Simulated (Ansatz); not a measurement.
**A series of runs on Na₂InHgF₆ (Fm-3m, 10 atoms in the cell)**

```xyz
10
Lattice="0.0000 4.5585 4.5585 4.5585 0.0000 4.5585 4.5585 4.5585 0.0000" Properties=species:S:1:pos:R:3 pbc="T T T"
Na     2.2792     2.2792     2.2792
Na     6.8377     6.8377     6.8377
In     0.0000     0.0000     0.0000
Hg     4.5585     4.5585     4.5585
F      4.5585     4.5585     2.1065
F      4.5585     4.5585     7.0105
F      2.1065     4.5585     4.5585
F      7.0105     4.5585     4.5585
F      4.5585     2.1065     4.5585
F      4.5585     7.0105     4.5585
```

Base run A: Ansatz (a quantum-chemistry and plane-wave program) with PBEsol, default PAW files made with PBE, self-consistent single point.

Its settings: basis.ecutwfc = 420 eV; kpoints.mp_grid.grid = 4 4 4; hamiltonian.xc = pbesol; hamiltonian.pseudopotentials = {kind: paw} (the program's default PAW files); scf.occupations.method = methfessel_paxton; scf.occupations.width = 0.136 eV.

The starting cell comes from a database of computed structures (which also holds hypothetical and non-ambient phases and stackings), without a prior relaxation at this level. Its lattice was rescaled by a random factor within 2.5 % of one. Ansatz's pressure includes its estimate of the finite-basis (Pulay) stress.

Runs:
- B: hamiltonian.xc: pbesol → lda [LDA (PW92)]
- C: hamiltonian.xc: pbesol → rpbe [RPBE]
- D: hamiltonian.xc: pbesol → revpbe [revPBE]
- E: hamiltonian.xc: pbesol → blyp [BLYP]
- F: basis.ecutwfc: 420 eV → 500 eV; hamiltonian.xc: pbesol → r2scan [r2SCAN]

| run | pressure (GPa) | largest force (eV/Å) |
|---|---|---|
| A | -2.35 | 0.172 |
| B | ___ | 0.257 |
| C | ___ | 0.035 |
| D | 1.60 | 0.058 |
| E | 1.23 | 0.005 |
| F | ___ | 0.328 |

Problem. Complete the blanks.

Solution. 
- B, pressure (GPa): -4.88
- C, pressure (GPa): 1.94
- F, pressure (GPa): -2.51

Keys are those of Ansatz 0.2.
